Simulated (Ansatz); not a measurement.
**AgInTe2: stress against strain**

AgInTe2 (chalcopyrite, I-42d, 31.884 Å³/atom and stress up to 0.01 GPa in the relaxed cell, c along z) under an equal strain ε in the (001) plane with the normal axis free, as in a coherent film. LDA in Ansatz, a plane-wave DFT program (PAW, default set), 420 eV, 7×7×7 Γ-centred mesh, Fermi-Dirac smearing 0.05 eV; ions are relaxed, or left where forces stay under 0.02 eV/Å, within the symmetry of each cell. Stress is positive for a compressed cell.

Here s stands for strain and y for stress xx.

```
strain (%)  stress xx (GPa)
----------  ---------------
-1.50                  0.70
-0.75                  0.35
0.00                  -0.01
0.75                  -0.34
1.50                  -0.66
3.00                      ?
```

Taking a straight line for y over the 5 complete rows: Means: s 0, y 0.008. About the means, the sum of products is -2.5575 and the sum of squares of s is 5.6250; the slope is their ratio. Least squares gives y = 0.008 - 0.4547·s. Residuals (row less fit): 0.010, 0.001, -0.018, -0.007, 0.014; standard error 0.015 (degrees of freedom: 3). The slope gives the biaxial elastic modulus of this plane = 45.5 ± 0.6 GPa (± standard error of the fit, which holds the terms cut off).

**Question.** Estimate the missing y (s = 3.00); what did the run itself give?

**Answer.** y = 0.008 - 0.4547 × 3.00 = -1.356 GPa. The calculation gives -1.25 GPa, 0.106 GPa above the prediction (5.4 % of the range of y in the table). The row lies outside the fitted rows, so this is an extrapolation. From the scatter of the fitted rows alone, a prediction at this place has a standard error of 0.025 GPa, so the miss is 4.2 times that.

A polynomial of degree 2 through the 8 other runs of the series gives -1.26 there, so most of the miss is curvature that the fit leaves out. This level leaves no gap over 0.05 eV at strain -1.50, 0.00, 0.75, 1.50 %. The start is a measured cell from the literature; how it stands against other phases or cation orders wasn't checked. Spin-orbit coupling is left out, which can shift these values for the heavy elements here. Rows are the converged runs of the series near zero and its far end; series whose fitted rows scatter by over a few per cent of the range, as at a crossing or softening among them, aren't shown in this form, nor equations of state whose B0' disagrees with the runs' pressures. Most that stay on the fit to the last digits aren't either.
